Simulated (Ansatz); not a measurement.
We consider cubic perovskite KMgF3, described by LDA (plane waves, PAW; Ansatz, an electronic-structure program).

Settings: plane-wave cutoff 520 eV, 8×8×8 k mesh, perturbation theory, force constants from a 4×4×4 q mesh, scalar-relativistic PAW data made under PBE.

Computed at the level's own relaxed cell.

```xyz
5
Lattice="3.9083 0.0000 0.0000 0.0000 3.9083 0.0000 0.0000 0.0000 3.9083" Properties=species:S:1:pos:R:3 pbc="T T T"
K      0.0000     0.0000     0.0000
Mg     1.9542     1.9542     1.9542
F      1.9542     0.0000     1.9542
F      0.0000     1.9542     1.9542
F      1.9542     1.9542     0.0000
```

Harmonic phonon frequencies (cm⁻¹; i marks an imaginary mode; at Γ without the LO shift):

```json
[
 {"q point": "Γ", "frequencies": "0 0 0 156 156 156 186 186 186 286 286 286 513 513 513"},
 {"q point": "R", "frequencies": "82 82 82 148 148 148 280 280 280 384 384 415 415 415 528"}
]
```

No imaginary mode appears at these points.
